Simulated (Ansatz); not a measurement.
## Ag, response to strain

Start from Ag in the fcc (Cu type) structure (space group Fm-3m, No. 225; a = 4.104 Å; relaxed with 0.1 eV smearing).

Strains are applied to the cell and any free atomic positions relax.

Level of theory: Kohn–Sham DFT with the r2SCAN functional, run in Ansatz (an electronic-structure program) with PAW and 500 eV plane waves, without spin-orbit coupling.

Notes on the quantities. energy relative to the base: free energy F.

| change | pressure | shortest interatomic distance | energy relative to the base |
|---|---|---|---|
| base | 0.0 GPa | 2.902 Å | 0 meV/atom |
| isotropic strain +0.50 % | -1.5 GPa | 2.917 Å | +1.2 meV/atom |
| isotropic strain +1.00 % | -2.8 GPa | 2.931 Å | +4.8 meV/atom |
| isotropic strain +1.50 % | -4.0 GPa | 2.946 Å | +10 meV/atom |
| isotropic strain +2.00 % | -5.2 GPa | 2.960 Å | +18 meV/atom |
| isotropic strain +2.50 % | -6.2 GPa | 2.975 Å | +28 meV/atom |
| isotropic strain +3.00 % | -7.1 GPa | 2.989 Å | +39 meV/atom |

Whether these cells are dynamically stable was not tested.
